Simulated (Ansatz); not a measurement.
The parent structure is Co in the hcp (Mg type) structure (space group P6_3/mmc, No. 194; a = 2.4561 Å, c = 3.9717 Å; ferromagnetic; relaxed with 0.1 eV smearing). Axes: x lies along a and z along c of the hexagonal cell.

Level of theory: PBEsol, PAW, 420 eV (Ansatz, a program for electronic structure; no spin-orbit coupling), earlier PAW set.

Base values:

* **Pressure**: 0.0 GPa

Modification: biaxial strain +1.91 %, plane normal [001], relaxed out of plane (Cartesian); in-plane vectors clamped, the third vector and the atoms free.

Q: Predict the new pressure and out-of-plane strain.

A: The pressure (mean of the normal stresses, compression positive) goes from zero to -6.0 GPa; the out-of-plane strain comes out as -1.08 %.

The magnetic state is the one reached from the starting moments; the real material's order can differ, and small cells can't hold many antiferromagnetic ones. No phonon test of stability was made.
